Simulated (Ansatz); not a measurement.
OH on the 1x1 (110) surface of bcc W, one in a 2x2 cell: adsorption energies (eV for each) against H2O(g) − ½ H2(g) in Ansatz (plane waves, PAW). Structures relaxed with PBE; the other functionals are single points on them, with slab and gas at the same level. No dispersion, zero-point or thermal terms. Rows are starts at which the adsorbate stayed; left out, since it moved away, changed or didn't bind there, or the run didn't converge: bridge W-W (span 3.2 Å).

Slab: 18 atoms, 6.6 Å thick at the start under the adsorbate (thin: gaps and levels are the slab's own); k 6x6x1, smearing 0.1 eV, dipole-corrected; 8 atoms held, the rest relaxed; each run with such symmetry as its start has; spin where the adsorbate may keep a moment, no spin-orbit, no U, no dispersion correction.

```tsv
site	PBE	RPBE	r2SCAN
top W	-0.73	-0.61	…
hollow W-W-W	-0.99	-0.73	…
bridge W-W (span 2.8 Å)	-0.99	-0.78	…
```

**Question.** What belongs in the gaps?

**Answer.** 
- top W, r2SCAN: -0.88
- hollow W-W-W, r2SCAN: -1.28
- bridge W-W (span 2.8 Å), r2SCAN: -1.20

RPBE moves the energies by 0.20 eV on average against PBE and the two lowest sites lie within 0.02 eV at one of the levels. r2SCAN moves the energies by -0.21 eV on average against PBE and the two lowest sites lie within 0.02 eV at one of the levels.

Ansatz is an electronic-structure program.
